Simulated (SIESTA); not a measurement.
Worked example: self-consistent single point of a (110) slab of Mo (cut from a parent of space group no. 229; 3 atoms in the cell) in SIESTA.

Method: LDA PW92, numerical atomic orbitals DZP, PseudoDojo LDA standard norm-conserving potentials (rewritten from UPF to PSML) (SIESTA).

The change in words: vacuum of 6 angstrom (first run: 14 Å); Slab.DipoleCorrection: default → vacuum. Reference geometry:
```xyz
3
Lattice="2.7143 0.0000 0.0000 -3.6191 2.5591 0.0000 0.0000 0.0000 18.4325" Properties=species:S:1:pos:R:3 pbc="T T T"
Mo     0.0000     0.0000     7.0000
Mo     0.9048     1.2796     9.2162
Mo     0.0000     0.0000    11.4325
```

Reference input (self-consistent single point, DFT, LDA PW92, numerical atomic orbitals DZP, PseudoDojo LDA standard norm-conserving potentials (rewritten from UPF to PSML)): XC.functional = LDA; XC.authors = PW92; potentials = PseudoDojo LDA standard; PAO.BasisSize = DZP; PAO.EnergyShift = 0.005 Ry; MeshCutoff = 400 Ry; kgrid.MonkhorstPack = 9 9 1; OccupationFunction = FD; ElectronicTemperature = 1160.45 K; MaxSCFIterations = 150; SCF.Mixer.Method = Pulay; SCF.Mixer.Weight = 0.2. This run's input differs from it in these lines:

```diff
@@ -13,3 +13,3 @@
     -3.619120000    2.559104000    0.000000000
-     0.000000000    0.000000000   18.432504000
+     0.000000000    0.000000000   10.432501000
 %endblock LatticeVectors
@@ -17,5 +17,5 @@
 %block AtomicCoordinatesAndAtomicSpecies
-     0.000000000    0.000000000    7.000001449  1
-     0.904780000    1.279552000    9.216215135  1
-     0.000000000    0.000000000   11.432502551  1
+     0.000000000    0.000000000    3.000001285  1
+     0.904780000    1.279552000    5.216208770  1
+     0.000000000    0.000000000    7.432499715  1
 %endblock AtomicCoordinatesAndAtomicSpecies
@@ -34,2 +34,3 @@
 ElectronicTemperature        1160.45 K
+Slab.DipoleCorrection        vacuum
```

Log, with long lists cut:

```
        iscf     Eharris(eV)        E_KS(eV)     FreeEng(eV)     dDmax    Ef(eV) dHmax(eV)
   scf:    1    -5713.847678    -5736.638760    -5736.732750  0.832715 -3.452428  6.999989
   scf:    2    -5740.258577    -5738.721075    -5738.825020  0.226327 -4.040735  3.502620
   scf:    3    -5739.119281    -5739.241770    -5739.346997  0.318284 -4.335572  5.420407
   scf:    4    -5739.787153    -5739.766000    -5739.884597  0.081266 -4.550862  0.955003
   scf:    5    -5739.932677    -5739.887718    -5740.013508  0.149708 -4.703096  0.377142
   [... 4 lines left out ...]
   scf:   10    -5739.892563    -5739.892563    -5740.018786  0.000562 -4.702758  0.003949
   scf:   11    -5739.892564    -5739.892563    -5740.018786  0.000183 -4.702800  0.001130
   scf:   12    -5739.892549    -5739.892556    -5740.018786  0.000087 -4.703125  0.001242
   scf:   13    -5739.892552    -5739.892554    -5740.018787  0.000037 -4.703157  0.000901
SCF Convergence by DM+H criterion
max |DM_out - DM_in|         :     0.0000370255
max |H_out - H_in|      (eV) :     0.0009010251
SCF cycle converged after 13 iterations

Using DM_out to compute the final energy and forces

siesta: E_KS(eV) =            -5739.8926

siesta: E_KS - E_eggbox =     -5739.8926

siesta: Atomic forces (eV/Ang):
     1    0.000000    0.000000    0.627054
     2    0.000000    0.000000    0.000452
     3    0.000000   -0.000000   -0.627508
   Tot    0.000000    0.000000   -0.000002
   Max    0.627508
   Res    0.295703    sqrt( Sum f_i^2 / 3N )
   Max    0.627508    constrained

Stress tensor Voigt[x,y,z,yz,xz,xy] (kbar):      126.54      119.36       77.37       -0.00        0.00       -9.67
(Free)E + p*V (eV/cell)    -5744.8927
Target enthalpy (eV/cell)    -5740.0188

   [... lines left out ...]
siesta: FreeEng =     -5740.018787
   [... lines left out ...]
siesta:     0.078981   -0.006035    0.000000
siesta:    -0.006035    0.074498    0.000000
siesta:     0.000000   -0.000000    0.048290

siesta: Cell volume =         72.467056 Ang**3

siesta: Pressure (static):
siesta:                Solid            Molecule  Units
siesta:          -0.00073252         -0.00059322  Ry/Bohr**3
siesta:          -0.06725671         -0.05446735  eV/Ang**3
siesta:        -107.75712832        -87.26632136  kBar
```

The run converged in 13 iterations. Against the reference run the free energy drops by 19.5 meV/atom and the largest force goes from 0.728 to 0.628 eV/Å.

The starting cell has typed, rounded lattice constants, without a prior relaxation at this level. The slab is cut from that crystal, and its faces are unrelaxed. Its lattice was rescaled by up to half a per cent. Spin polarisation is off. Values carry the incompleteness of an atom-centred basis.

Cost on one core of a shared machine: roughly 90 s.
